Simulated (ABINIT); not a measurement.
**Pressure against volume in AlB2-type TiB2 (space group 191) (ABINIT, PBEsol)**

```
CELL_PARAMETERS angstrom
      2.94203     0.00000     0.00000
     -1.47101     2.54787     0.00000
      0.00000     0.00000     3.13622
ATOMIC_POSITIONS crystal
  Ti 0.00000 0.00000 0.00000
  B  0.66667 0.33333 0.50000
  B  0.33333 0.66667 0.50000
```

Method of the run: PBEsol, norm-conserving pseudopotentials (PseudoDojo nc-sr-04 PBEsol standard) (plane waves; ABINIT). Settings: pseudos = [Ti.upf, B.upf]; ecut = 1497 eV; occopt = 3; tsmear = 0.05 eV; ngkpt = 19 19 15; nshiftk = 1; shiftk = 0 0 0; potentials = PseudoDojo nc-sr-04 PBEsol standard; nband = 14; kptopt = 1; nstep = 60; tolvrs = 1e-12. The cell above is the first row's. The rows scale it uniformly. In all rows fractional positions and the k mesh are held.

```csv
V (Å^3/atom),P (GPa)
7.836,20.97
8.007,13.84
8.177,7.39
8.347,1.55
8.518,-3.75
8.688,-8.56
8.858,-12.92
9.029,-16.87
9.199,?
```

Fit P of the 8 rows that show it with a cubic. With u = V - 8.4, the rows have u = -0.5640, -0.3930, -0.2230, -0.0530, 0.1180, 0.2880, 0.4580, 0.6290. Least squares gives P = -0.151 - 31.711·u + 9.211·u² - 1.702·u³. Residuals (row less fit): 0.001, 0.003, -0.007, -0.006, 0.017, 0.000, -0.014, 0.007; standard error 0.013 (degrees of freedom: 4). The fitted pressure is zero at V0 = 8.395, where dP/dV = -31.80, so B0 = -V0·dP/dV = 267 GPa.

Q: Predict the withheld P at V = 9.199 from the fit, and compare with the calculation.

A: u = 0.7990, so P = -0.151 - 31.711 × 0.7990 + 9.211 × 0.7990² - 1.702 × 0.7990³ = -20.476 GPa. The calculation gives -20.45 GPa, 0.026 GPa above the prediction (0.1 % of the range of P in the table). The row lies outside the fitted rows, so this is an extrapolation. From the scatter of the fitted rows alone, a prediction at this place has a standard error of 0.034 GPa, so the miss is 0.8 times that.

Carrying the step between the two nearest rows on in a straight line would have given -20.80, off by 0.35; series whose last step already gives the withheld value aren't shown. The scan was laid around a cell of about the measured size, scaled by a guess for this functional; axis ratios and inner coordinates come from that cell. The runs keep the symmetry of the cell, so they don't test it for distortions. Spin polarisation is off. The shape of the cell and the inner coordinates aren't relaxed, so V0 and B0 belong to this uniform scaling; a relaxed crystal lies no higher in energy and is usually softer. Cutoffs and mesh are single choices, not tested for convergence of this quantity. Series with a scatter that would blur these digits, or in which a gap closes, are not shown.
